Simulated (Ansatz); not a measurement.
We consider fluorite HfO2 (high-temperature phase), described by r²SCAN in Ansatz (plane waves, PAW).

Numerical settings: plane-wave cutoff 560 eV, 12×12×12 k mesh, Fermi–Dirac smearing 0.01 eV, scalar-relativistic PAW data made under PBE.

Equation-of-state points:

```
V (Å³/atom)  E − E_lowest (meV/atom)  P (GPa)
-----------  -----------------------  -------
10.138                         36.60    19.09
10.353                         15.71    12.06
10.569                          3.80     5.73
10.785                          0.00     0.02
11.000                          3.50    -5.13
11.216                         13.60    -9.78
11.432                         29.62   -13.96
```

Estimate the bulk modulus and its pressure derivative from these points.

V0 = 10.785 Å³/atom, B0 = 271 GPa, B′ = 4.2 (fit to the energies at full precision).

Measured, for comparison: bulk modulus 242 ± 16 GPa (room temperature, not corrected to a static lattice, nanocrystalline cubic HfO2, second-order Birch-Murnaghan; as tabulated in High-pressure structural stability, equation of state, and thermal expansion …). Computed less measured: bulk modulus +12 %.

Note: symmetry holds this phase in the static calculation, where it need not be a minimum; held by symmetry at 0 K, a high-temperature phase can be a saddle point.

Spin–orbit coupling is not included.

Computed values are for the static lattice.

It cost roughly 60 core-seconds of CPU time.

Ansatz is a quantum-chemistry and plane-wave program.
